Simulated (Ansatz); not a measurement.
The starting structures come from a database of crystals and need not be the phases stable at ambient conditions.

The decay constant κ of evanescent states in the gap governs leakage through a thin film.

Here is the system:

```
LiF
1.0
    2.88742     0.00000     0.00000
    0.00000     2.88742     0.00000
    1.44371    -1.44371     2.10297
Li F
1 1
Cartesian
  0.00000   0.00000   0.00000
  1.44371   1.44371   0.00000
```

Space group of this cell: I4/mmm. The cell is strained (lengths along the current scaled by 1.03, ions clamped); by r2SCAN its mean pressure is -6.1 GPa.

Transport runs along the normal of the first two printed cell vectors, the (001) (indices of the unstrained crystal) plane of the conventional cell.

The gap is the functional's own. No spin-orbit coupling. Mid-gap values are interpolated on the energy grid.

### Question
State the band gap and the smallest decay constant κ at mid-gap according to r2SCAN (Ansatz, a quantum-chemistry and plane-wave program).

### Answer
Gap 9.39 eV on a 14×14×14 mesh; κ = 0.755 1/Å, at (0.500, 0.000) of the in-plane reciprocal vectors. At the zone centre, at the nearest computed energy, the slowest state has κ = 0.83 1/Å.
